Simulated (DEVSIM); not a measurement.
Device: p-channel Si fully depleted SOI MOSFET with HfO2, at 400 K.

```yaml
gate_length: 60 nm
source_drain_length: 48 nm
dielectric_thickness: 9 nm
lateral_straggle: 2.7 nm
underlap: 0 nm
body_thickness: 13.1 nm
buried_oxide: 25 nm
gate_work_function: 4.83 eV
source_and_drain_doping: 6.3e19 cm⁻³, Gaussian tails under the gate
body_doping: 5e15 cm⁻³
lifetime: 1e-8 s
supply: 1.5 V
back_work_function: 4.41 eV
back_or_body_bias: -1 V
```

All mobilities are scaled by 0.3; velocity saturation, μ/(1 + (μE/vsat)^b)^(1/b) with b = 2 for electrons and 1 for holes and E the electric field along each mesh edge, is on. Mobility is constant in doping.

Constants are typed, rounded textbook-type inputs, not results; the design itself was drawn at random and stands for no fabricated device. Values at 300 K; Nc and Nv go as T^1.5, mobilities as T to minus their exponent, the gap by Varshni's rule with the affinity fixed.

Si: gap (eV) 1.124, affinity (eV) 4.05, permittivity 11.7, Nc (cm⁻³) 2.86e19, Nv (cm⁻³) 3.1e19, μn (cm²/Vs) 1417, μp (cm²/Vs) 470, T exponent of μn 2.3, T exponent of μp 2.2, vsat,n (cm/s) 1e7, vsat,p (cm/s) 8.4e6, Varshni α (eV/K) 0.000473, Varshni β (K) 636. HfO2: gap (eV) 5.7, affinity (eV) 2.5, permittivity 22. SiO2: gap (eV) 9, affinity (eV) 0.9, permittivity 3.9.

Model (solved in DEVSIM): 2D drift-diffusion, Boltzmann statistics, complete ionisation; no quantum confinement, tunnelling, impact ionisation, self-heating, contact resistance or fringe fields beside the gate. Metal contacts follow the ideal Schottky-Mott rule: no Fermi-level pinning, no interface dipoles.

Transfer curves, |Id| in μA/μm:

```tsv
Vg (V)	Vd = -0.05 V	Vd = -1.5 V
0.45	0.001613	0.05951
0.375	0.005849	0.1965
0.3	0.02081	0.6049
0.225	0.07174	1.716
0.15	0.2339	4.331
0.075	0.6924	9.257
0	1.767	17.33
-0.075	3.774	28.94
-0.15	6.870	44.75
-0.225	11.12	65.45
-0.3	16.43	91.41
-0.375	22.54	122.3
-0.45	29.17	158.5
-0.525	36.07	199.0
-0.6	43.07	243.6
-0.675	50.06	291.8
-0.75	56.97	343.1
-0.825	63.77	397.1
-0.9	70.42	453.4
-0.975	76.90	511.9
-1.05	83.20	572.3
-1.125	89.31	634.2
-1.2	95.25	697.7
-1.275	101.0	762.3
-1.35	106.6	828.2
-1.425	112.0	895.0
-1.5	117.2	962.7
```

Problem. Work out the subthreshold swing at low drain bias from the rows at 0.45 and 0.375 V, and compare it with the thermal limit.

Solution. log10(0.005849/0.001613) = 0.559 over 75.0 mV, so S = 134 mV/decade. The limit kT/q ln 10 is 79.4 mV/decade; the ratio is 1.69. This is the steepest step of the table.

Problem. Give the natural length λ = √(ε_body t_body t_ox / (ε_ox)) and the gate length in units of it.

Solution. λ = 7.92 nm and L/λ = 7.6. The formula is that for thin layers, and L is the gate's length, not the shorter one between the doping tails.

Source and drain are degenerate, where Boltzmann statistics are only rough. The electric field that drives the saturation includes the junctions' built-in field, which lowers the mobility there even at small currents: subthreshold currents come out too low, a known weakness of this choice.
